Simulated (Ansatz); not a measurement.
**GaAs: biaxial strain −3.43 %, plane normal [001], relaxed out of plane**

Base system: GaAs in the zinc blende structure (space group F-43m, No. 216; a = 5.667 Å). Axes: x, y, z lie along the cube axes.

It is then changed as follows: biaxial strain −3.43 %, plane normal [001], relaxed out of plane (Cartesian); in-plane vectors clamped, the third vector and the atoms free.

Method: Ansatz (a program for electronic structure) r2SCAN, spin-orbit coupling left out. k-mesh 10×10×10 (Γ-centred); smearing 0.05 eV (Fermi–Dirac).

The volume per atom falls by 0.924 Å³ (22.75 Å³ → 21.82 Å³) and the space group goes from F-43m (No. 216) to I-4m2 (No. 119). The energy rises by 23 meV/atom and the pressure (mean of the normal stresses, compression positive) goes from zero to 3.24 GPa. The band gap grows by 0.16 eV to 1.12 eV and the gap character remains direct at Γ. The electron mass changes from 0.051 mₑ (at Γ) to 0.070 mₑ out of plane, 0.061 mₑ in plane (at Γ) and the valence-band top at Γ (three highest levels, from the VBM) becomes 0.00, 0.00, -0.43 eV (base: 0.00, 0.00, 0.00 eV). The valley order (the lowest conduction-band minima on the path, energy above the VBM, named in the base's zone) changes from Γ 0.96 eV; L along ⟨111⟩ 1.35 eV; a point along ⟨100⟩, about 1.0 Å⁻¹ from Γ 1.72 eV to Γ 1.12 eV; L along [111] 1.26 eV; a point along [010], about 1.0 Å⁻¹ from Γ 1.34 eV; a point along [001], about 1.0 Å⁻¹ from Γ 1.87 eV and the out-of-plane strain comes out as +2.87 %. The ratio −ε⊥/ε∥ amounts to 0.84.

Effective masses come from finite differences of ±0.01 Å⁻¹. No phonon test of stability was made. k-point labels follow each cell's own Brillouin zone.
